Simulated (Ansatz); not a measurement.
The reference is BeSe in the zinc blende structure (space group F-43m, No. 216; a = 5.0816 Å). Axes: x, y, z lie along the cube axes.

Calculations: LDA in Ansatz (plane waves to 420 eV, PAW, spin-orbit coupling left out).

Now apply this change: the cell is compressed by 2.50 % along z with no lateral relaxation; the atoms relax in the strained cell.

Task: Predict the stress tensor and what it implies for the stiffness.

Result: Stress of the strained cell less that of the base (GPa, compression positive):
```
   1.56    0.00    0.00
   0.00    1.56    0.00
   0.00    0.00    3.56
```

Then −Δσ_ii/ε with ε = -0.0250 gives secant stiffness values (nonlinear terms included at this strain): C33 ≈ 142 GPa, C13 ≈ 62 GPa and C23 ≈ 62 GPa.

As a check, the harmonic strain energy −½ V₀ Δσ:ε is 4.5 meV/atom; the computed energy rise is 4.5 meV/atom.

Stability against distortions was not tested.

Ansatz is an electronic-structure program.
